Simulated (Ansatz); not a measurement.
Structures of equal composition on the (000-1) surface of 4H silicon carbide (C plane on top): (√3x√3)R30° Sn adatom at H3; (√3x√3)R30° Sn adatom at T4. The slabs share one bottom face, and each structure is named by its start. These are constructed structures in small cells; real faces may alloy, dewet or reconstruct in larger ones, and not all known structures of the face are among them. Slabs of about 11 Å with all that they carry, Fermi-Dirac smearing of 0.025 eV. Bottom of the slabs: H caps. Relaxed from the named starts with such symmetry as they have, on meshes of like density; energies extrapolated to zero smearing; no spin-orbit coupling, no U. Spin-polarised runs, if any, are marked in brackets, and their order is one that fits the cell; the others ran without spin. Where a second, spin-polarised start was run, the lower counts.

Host crystal: 4H silicon carbide, with a band gap (PBE, scalar-relativistic without spin-orbit coupling).

Calculation: PBE (plane waves to 420 eV, PAW; Ansatz, a first-principles code).

Rank these by energy per 1x1 cell (lowest first), as PBE gives it.

(√3x√3)R30° Sn adatom at H3 (0.000 eV [spin, 1.0 μB a cell], a narrow gap of 0.11 eV by band count), (√3x√3)R30° Sn adatom at T4 (0.039 eV [spin, 0.9 μB a cell], no gap over 0.04 eV on the mesh)
